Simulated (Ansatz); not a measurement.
Take AlN in the wurtzite structure (space group P6_3mc, No. 186; a = 3.114 Å, c = 4.983 Å) as the base. Axes: x lies along a and z along c of the hexagonal cell.

The values are results of Ansatz (an electronic-structure program), PBEsol, PAW, cutoff 420 eV, spin-orbit coupling left out, not measurements.

Base values:

The valence-band top at Γ is 0.00, -0.22, -0.22 eV and the shortest interatomic distance is 1.891 Å.

The change: biaxial strain −1.80 %, plane normal [001], relaxed out of plane (Cartesian); in-plane vectors clamped, the third vector and the atoms free.

Q: Predict the new electron mass.

A: The electron mass is 0.28 mₑ out of plane, 0.32 mₑ in plane (at Γ).

Q: What does the calculation give for the valence-band top at Γ after the change?

A: The valence-band top at Γ (three highest levels, from the VBM) changes from 0.00, -0.22, -0.22 eV to 0.00, 0.00, -0.03 eV.

Q: Predict the new shortest interatomic distance.

A: The shortest interatomic distance drops by 0.020 Å to 1.871 Å.

The levels and masses belong to the bands next to the band gap. Effective masses come from finite differences of ±0.01 Å⁻¹. Whether these cells are dynamically stable was not tested.
